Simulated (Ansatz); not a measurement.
A 16-atom cell of Zr(N,C) started in the rock salt structure, site fractions N 0.875, C 0.125, short-range order -0.14 in the first shell of the mixed sites (0 is random, a negative value favours unlike neighbours), space group Fm-3m at the end, an ordered arrangement that its symmetry holds. The mixed sublattice has 8 sites.

The mixing enthalpy is taken against the end members in the rock salt type, relaxed in the same cell and mesh.

Computed with PBE (plane waves to 420 eV, PAW; Ansatz, a quantum-chemistry and plane-wave program). No spin–orbit coupling. Its k-point mesh 5×5×5, Fermi–Dirac width 0.05 eV.

```tsv
cell	energy at zero smearing (eV)
ZrN	-36570.454
ZrC	-35491.949
Zr8CN7	-36436.002
```

Question: Work out the mixing enthalpy per mixed site and the interaction parameter Ω of a regular solution.

Answer: With x = 1/8 of the second end member, ΔH = [-36436.002 − 7/8 × (-36570.454) − 1/8 × (-35491.949)] / 8 = -45 meV against the separate end members. Ω = ΔH / x(1 − x) = -413 meV.
